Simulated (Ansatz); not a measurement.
## Effective masses and thermopower of ZnSe under load (space group F-43m)

Data:

```
CELL_PARAMETERS angstrom
      0.00000     2.77106     2.77106
      2.77106     0.00000     2.77106
      2.77106     2.77106     0.00000
ATOMIC_POSITIONS crystal
  Zn 0.00000 0.00000 0.00000
  Se 0.75000 0.75000 0.75000
```

Computed with r2SCAN with spin-orbit coupling, rigid bands (plane waves, PAW; Ansatz, a program for electronic structure). Condition of this run: hydrostatic pressure 5 GPa (the target of the relaxation). Cell: cell and atoms relaxed with r2SCAN, then loaded as said.

```
Property                                            Value
--------------------------------------------  -----------
band gap                                          2.03 eV
electron conductivity mass (300 K, dilute)       0.143 mₑ
hole conductivity mass (300 K, dilute)            0.63 mₑ
effective density of states N_c (300 K)       1.3e18 cm⁻³
effective density of states N_v (300 K)       2.4e19 cm⁻³
density-of-states mass, electrons                0.138 mₑ
density-of-states mass, holes                     0.96 mₑ
Seebeck coefficient, n-type 1e19 cm⁻³, 300 K     -86 μV/K
Seebeck coefficient, p-type 1e19 cm⁻³, 300 K     295 μV/K
```

Rigid bands; masses and Seebeck coefficients take one relaxation time τ for all states and one kind of carrier; polarons and phonon drag are left out.
